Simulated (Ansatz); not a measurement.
**By hand: formation energy of Si7C (P-43m) from the elements**

Consider the formation energy of Si7C (P-43m) from the elements. Reaction: C (graphite) + 7 Si (diamond) → Si7C (P-43m). The sign is products less reactants. The value is per atom of the solid.

Si7C (P-43m), 8 atoms in the cell; this is a cell whose start was taken from, or built on, an entry of a structure database, and that this text hasn't matched to a measured one. Conventional cell: a = 5.1483 Å, b = 5.1483 Å, c = 5.1483 Å, α = 90.00°, β = 90.00°, γ = 90.00°.

Ansatz (a program for electronic structure) with PAW potentials; structures come from PBE+D3(BJ) relaxations, nuclei static, no net charge. Ansatz runs with its PAW set soft_1. Other levels take these structures. The lattices are those relaxed with PBE+D3(BJ), so at other levels the solids can be strained, which adds to the spread. A dispersion term (D3(BJ), or D4 for r2SCAN) was computed beside these levels and is taken off wherever the name lacks it. Space groups of crystals are read within 0.01 Å.

Total energies of the cells in eV, at zero smearing width. They compare only within one column; the weights balance every element.

```
cell          atoms  weight       r2SCAN         RPBE
------------  -----  ------  -----------  -----------
Si7C (P-43m)      8      +4  -4723.63217  -4722.90510
C (graphite)      4      −1  -1006.65673  -1008.87321
Si (diamond)      2     −14  -1278.13035  -1277.78774
```

r2SCAN: 4 × (-4723.63217) − (-1006.65673) − 14 × (-1278.13035) = 5.953 eV; dividing by 32 atoms gives 0.19 eV/atom.

RPBE: 4 × (-4722.90510) − (-1008.87321) − 14 × (-1277.78774) = 6.281 eV; dividing by 32 atoms gives 0.20 eV/atom.

What follows from the r2SCAN value: A formula unit of Si7C has 8 atoms, so it forms with 0.1860 × 8 = 1.488 eV, or 143.6 kJ/mol at 96.485 kJ/mol per eV.
